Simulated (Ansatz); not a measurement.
**Pd, pressure series**

Base system: Pd in the fcc (Cu type) structure (space group Fm-3m, No. 225; a = 3.8755 Å).

Cell and atoms are relaxed at each pressure.

Method: plane-wave PAW DFT at the PBEsol level (Ansatz, a quantum-chemistry and plane-wave program, 420 eV), no spin-orbit coupling, earlier PAW set.

| variant | shortest interatomic distance | density |
|---|---|---|
| base | 2.740 Å | 12.14 g/cm³ |
| pressure −2 GPa | 2.750 Å | 12.02 g/cm³ |
| pressure −1 GPa | 2.745 Å | 12.08 g/cm³ |
| pressure 3 GPa | 2.728 Å | 12.32 g/cm³ |
| pressure 7 GPa | 2.712 Å | 12.53 g/cm³ |
| pressure 15 GPa | 2.684 Å | 12.92 g/cm³ |
| pressure 30 GPa | 2.642 Å | 13.55 g/cm³ |
| pressure 50 GPa | 2.599 Å | 14.24 g/cm³ |
| pressure 75 GPa | 2.556 Å | 14.97 g/cm³ |
| pressure 100 GPa | … | … |

Problem. Fill in the withheld entries from the trend.

Solution. 
- pressure 100 GPa, shortest interatomic distance: 2.521 Å
- pressure 100 GPa, density: 15.61 g/cm³

Load acts through the strain it causes; cell and atoms are relaxed under it. No phonon test of stability was made. Competing high-pressure phases were not computed. The final runs are not spin-polarised.
